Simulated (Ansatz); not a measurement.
Reference: GaN (P6_3mc), r2SCAN with spin-orbit coupling, rigid bands (plane waves, PAW; Ansatz, an electronic-structure program); axes and stresses refer to this cell.

```xyz
4
Lattice="3.1826 0.0000 0.0000 -1.5913 2.7562 0.0000 0.0000 0.0000 5.1854" Properties=species:S:1:pos:R:3 pbc="T T T"
Ga     0.0000     1.8375    -0.0042
Ga     1.5913     0.9187     2.5885
N      0.0000     1.8375     1.9487
N      1.5913     0.9187     4.5414
```

- electron conductivity mass: 0.193 mₑ
- Seebeck coefficient, n-type 1e19 cm⁻³: -111 μV/K
- hole mass along x: 1.43 mₑ

Q: Change: biaxial stress in the c plane of -4 GPa (compression positive). What happens to electron conductivity mass, Seebeck coefficient, n-type 1e19 cm⁻³, hole mass along x?

A: electron conductivity mass moves little, to 0.187 mₑ; Seebeck coefficient, n-type 1e19 cm⁻³ moves little, to -108 μV/K; hole mass along x grows to 1.75 mₑ.

Q: Change: biaxial stress in the c plane of -8 GPa (compression positive). What happens to electron conductivity mass, Seebeck coefficient, n-type 1e19 cm⁻³, hole mass along x?

A: electron conductivity mass decreases to 0.181 mₑ; Seebeck coefficient, n-type 1e19 cm⁻³ falls in size to -105 μV/K; hole mass along x rises to 1.85 mₑ.

Q: Change: biaxial stress in the c plane of 4 GPa (compression positive). What happens to electron conductivity mass, Seebeck coefficient, n-type 1e19 cm⁻³, hole mass along x?

A: electron conductivity mass moves little, to 0.197 mₑ; Seebeck coefficient, n-type 1e19 cm⁻³ moves little, to -113 μV/K; hole mass along x decreases to 1.19 mₑ.

Q: Change: biaxial stress in the c plane of 8 GPa (compression positive). What happens to electron conductivity mass, Seebeck coefficient, n-type 1e19 cm⁻³, hole mass along x?

A: electron conductivity mass grows to 0.20 mₑ; Seebeck coefficient, n-type 1e19 cm⁻³ rises in size to -115 μV/K; hole mass along x falls to 1.12 mₑ.

Q: Change: uniaxial stress along a of -8 GPa (compression positive). What happens to electron conductivity mass, Seebeck coefficient, n-type 1e19 cm⁻³, hole mass along x?

A: electron conductivity mass shrinks to 0.186 mₑ; Seebeck coefficient, n-type 1e19 cm⁻³ moves little, to -108 μV/K; hole mass along x rises to 1.85 mₑ.

Q: Change: uniaxial stress along c of 16 GPa (compression positive). What happens to electron conductivity mass, Seebeck coefficient, n-type 1e19 cm⁻³, hole mass along x?

A: electron conductivity mass rises to 0.21 mₑ; Seebeck coefficient, n-type 1e19 cm⁻³ grows in size to -117 μV/K; hole mass along x increases to 1.70 mₑ.

Masses are for dilute carriers at 300 K, harmonic means over directions unless an axis is named. Seebeck coefficients are for the stated density at 300 K, with one relaxation time for all states and whether or not that doping can be reached. Stresses and pressures are the targets of the relaxation.  The structure type is held under load, also where the real crystal would transform.
